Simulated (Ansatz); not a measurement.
LaSi₂ (I4₁/amd, No. 141) was calculated with r²SCAN+rVV10 (plane waves, PAW; Ansatz, an electronic-structure program).

Run with plane-wave cutoff 500 eV, 12×12×12 k mesh, Fermi–Dirac smearing 0.05 eV, scalar-relativistic PAW data made under PBE.

Computed at the level's own relaxed cell.

Task: Give the computed volume per atom, lattice constant a and c axis length.

Result: 
- volume per atom: 21.65 Å³/atom
- lattice constant a: 4.358 Å
- c axis length: 13.679 Å

The run finds no gap.

Spin–orbit coupling is not included.

The computed numbers hold no vibrational or temperature effects.
